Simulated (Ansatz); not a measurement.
Defect: O vacancy in monoclinic ZrO2 strained by -1.5 % along x and y, z held, charge state +2. Computed with PBE, PAW (plane waves to 420 eV; Ansatz, an electronic-structure program).

Cell of 96 host sites held at the strained lattice (strain from the relaxed PBE one, atoms relaxed); the Γ point alone; Fermi-Dirac width 0.01 eV, spin-restricted; finite-size errors left in. No zero-point or tunnelling terms. The charge state is imposed; whether it is stable for some Fermi level was not computed. Forms of the defect that were not tried may lie lower.

Barriers: single points on a 2×2×2 k-point mesh shifted by half a step at the bands' geometries.

The step: a nearby O atom hops onto the vacant site. Atoms about the jump, Cartesian Å from the middle of the jump, before and after:

| atom | x0 | y0 | z0 | x1 | y1 | z1 |
|---|---|---|---|---|---|---|
| O1 | -0.25 | -1.14 | -0.49 | 0.25 | 1.14 | 0.49 |
| Zr2 | -1.68 | 0.09 | 0.24 | -1.59 | 0.31 | 0.40 |
| O3 | 2.01 | -0.92 | 1.31 | 2.07 | -0.98 | 1.28 |
| O4 | -0.71 | -0.41 | 2.05 | -0.63 | -0.71 | 1.97 |
| Zr5 | 1.40 | -2.40 | -0.13 | 1.61 | -2.50 | -0.07 |
| O6 | 2.49 | -0.86 | -1.36 | 2.48 | -0.89 | -1.34 |
| Zr7 | 1.00 | 0.51 | 2.66 | 0.98 | 0.57 | 2.50 |
| O8 | 0.56 | 1.88 | -1.81 | 0.67 | 2.10 | -2.06 |
| O9 | 0.21 | -0.58 | -3.18 | 0.16 | -0.54 | -3.05 |
| O10 | 2.19 | 1.70 | 1.42 | 2.51 | 1.69 | 1.53 |
| Zr11 | 1.53 | 2.90 | -0.23 | 1.42 | 2.74 | -0.14 |
| O12 | -2.66 | -0.91 | -1.37 | -2.26 | -0.89 | -1.25 |
| O13 | -2.14 | 1.60 | -1.11 | -2.15 | 1.68 | -1.12 |
| Zr14 | 1.86 | 0.60 | -2.78 | 1.85 | 0.61 | -2.78 |

Task: Where do these atoms stand at the saddle point, and how high is it?

Result: 
```
atom      x      y      z
----  -----  -----  -----
O1     0.27   0.01  -0.14
Zr2   -1.59   0.22   0.30
O3     2.12  -0.98   1.38
O4    -0.77  -0.48   2.21
Zr5    1.52  -2.37  -0.08
O6     2.55  -0.89  -1.35
Zr7    0.97   0.48   2.58
O8     0.69   2.15  -2.07
O9     0.13  -0.52  -3.09
O10    2.29   1.69   1.44
Zr11   1.48   2.83  -0.22
O12   -2.42  -0.91  -1.32
O13   -2.14   1.66  -1.14
Zr14   1.82   0.58  -2.75
```
It lies 1.12 eV above the start and 1.12 eV above the end. The saddle point's order was not checked.
